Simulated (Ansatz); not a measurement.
2 layers of alpha-tellurene, started at parallel, shifted by (2/3,1/3) (facing Te atop Te, which symmetry holds and which is mostly a maximum against sliding)

Methods: PBE+D3(BJ) (plane waves to 420 eV, PAW; Ansatz, an electronic-structure program); PBE+D3(BJ) with spin-orbit coupling (plane waves to 420 eV, PAW; Ansatz). Geometries and values that name no level are of the first. Values not marked SOC have no spin–orbit coupling. Its k-point mesh 9×9×1, Fermi–Dirac width 0.01 eV. A dipole correction is on.

- gap between facing atomic planes: 3.62 Å
- step of the vacuum level across the stack (top less bottom): 0.00 eV
- interaction energy of the frozen layers: -16.2 meV/Å²
- interaction energy without the D3 term at this geometry: +0.6 meV/Å²
- PBE gap over the mesh and listed points off it: 0.49 eV, indirect (lowest direct gap 0.70 eV)
- valence and conduction edges under the vacuum level of the lower face: 4.82 and 4.34 eV
- PBE+SOC gap at the same geometry: 0.24 eV

```yaml
crystal:
  lattice:
    - [4.15842, 0.00000, 0.00000]
    - [-2.07921, 3.60130, 0.00000]
    - [0.00000, 0.00000, 28.45400]
  atoms:
    - { symbol: Te, position: [0.66667, 0.33333, 0.30714] }
    - { symbol: Te, position: [0.00000, 0.00000, 0.37149] }
    - { symbol: Te, position: [0.33333, 0.66667, 0.43632] }
    - { symbol: Te, position: [0.33333, 0.66667, 0.56367] }
    - { symbol: Te, position: [0.66667, 0.33333, 0.62849] }
    - { symbol: Te, position: [0.00000, 0.00000, 0.69285] }
```
